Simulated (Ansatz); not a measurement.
Functionals compared on NH2 on the 1x1 (0001) surface of hcp Ti, one in a 2x2 cell, started at the site 'hollow Ti-Ti-Ti', in Ansatz (plane waves, PAW). The structure was relaxed with PBE; the other rows are single points on it, each with its references at the same level. Cutoff 420 eV (500 eV for r2SCAN).

Set-up: 19 atoms, 6.8 Å thick at the start under the adsorbate (thin: gaps and levels are the slab's own); mesh 6x6x1; 0.1 eV smearing; dipole correction on; 8 atoms held, the rest relaxed; start symmetry kept, larger cells not searched; no spin, no spin-orbit, no U, no dispersion correction. At the end it is bonded to 3 Ti. In PBE it is, or lies within 0.03 eV of, the lowest of the starts that converged. These notes are the PBE run's. Adsorption energies are against NH3(g) − ½ H2(g). A negative adsorption energy means that the adsorbate is more stable on the surface than in its reference.

```json
[
 {"functional": "PBE", "adsorption energy (eV)": "-1.50", "work function of the top face (eV)": "3.29", "change of the work function (eV)": "-1.10", "rough cost of the single point": "–"},
 {"functional": "RPBE", "adsorption energy (eV)": "-1.25", "work function of the top face (eV)": "3.19", "change of the work function (eV)": "-1.10", "rough cost of the single point": "about 110 core-seconds (a rough figure)"},
 {"functional": "r2SCAN", "adsorption energy (eV)": "-1.90", "work function of the top face (eV)": "3.31", "change of the work function (eV)": "-1.21", "rough cost of the single point": "very roughly 3 core-minutes"}
]
```

Ansatz is a first-principles code.
